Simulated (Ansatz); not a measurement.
Results of LDA (Ansatz, an electronic-structure program, PAW) for LaBi (Fm-3m, No. 225, 2 atoms in the cell; start mp-22926).

Run with plane-wave cutoff 520 eV, 14×14×14 k mesh, Fermi–Dirac smearing 0.05 eV, scalar-relativistic PAW data made under PBE.

Cell (relaxed at this level):

```
CELL_PARAMETERS angstrom
      0.00000     3.25113     3.25113
      3.25113     0.00000     3.25113
      3.25113     3.25113     0.00000
ATOMIC_POSITIONS crystal
  La 0.50000 0.50000 0.50000
  Bi 0.00000 0.00000 0.00000
```

### Question
Estimate the bulk modulus B0 that the calculation returns.

### Answer

- bulk modulus B0 = 56.4 GPa

The run finds no gap.

Note: the bulk modulus is −V dP/dV from two relaxed cells at ±2 % in volume; the relaxation could not lower the start's symmetry, so the cell can be a saddle point above a distorted one.

Spin–orbit coupling is not included; it can shift volumes and moduli of such heavy elements.

Computed values are for the static lattice.

The result took about 70 core-seconds (a rough figure).

A start named mp-… is a Materials Project structure, which need not be a measured phase.
